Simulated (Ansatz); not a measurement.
Relaxation of the atoms of ReRh3 (I4/mmm, 4 atoms in the cell) at several settings

```yaml
crystal:
  lattice:
    - [-1.82672, 1.82672, 4.06891]
    - [1.82672, -1.82672, 4.06891]
    - [1.82672, 1.82672, -4.06891]
  atoms:
    - { symbol: Rh, position: [0.50000, 0.50000, 0.00000] }
    - { symbol: Rh, position: [0.75000, 0.25000, 0.50000] }
    - { symbol: Rh, position: [0.25000, 0.75000, 0.50000] }
    - { symbol: Re, position: [0.00000, 0.00000, 0.00000] }
```

Base: PBE (Ansatz, an electronic-structure program). Its settings: basis.ecutwfc = 30.9 Ry; kpoints.mp_grid.grid = 9 9 9; hamiltonian.xc = pbe; hamiltonian.pseudopotentials = {kind: paw} (the program's default PAW files); scf.occupations.method = methfessel_paxton; scf.occupations.width = 0.01 Ry. Starting volume 13.58 Å³ per atom.

Each line gives the change from the base single point and the result:

- atoms moved at random; relax: default → atoms; relax.f_tol: default → 0.005 eV/Å: pressure 15.68 GPa; relaxation steps 4; free energy against the base single point 0.0 meV/atom.
- atoms moved at random; scf.convergence.dr2_threshold: default (1e-07 eV) → 0.001 eV; relax: default → atoms; relax.f_tol: default → 0.03 eV/Å: pressure 15.68 GPa; largest force (vector length) 0.012 eV/Å; relaxation steps 3; free energy against the base single point 0.0 meV/atom.
- atoms moved at random; relax: default → atoms; relax.f_tol: default → 0.1 eV/Å: pressure 15.68 GPa; largest force (vector length) 0.054 eV/Å; relaxation steps 2; free energy against the base single point 0.1 meV/atom.

The starting cell was generated: these elements placed on a structure prototype, without a prior relaxation; it need not be a known phase or ordering of this composition. Spin polarisation is off. Ansatz's pressure includes its estimate of the finite-basis (Pulay) stress.

Keys are those of Ansatz 0.2.
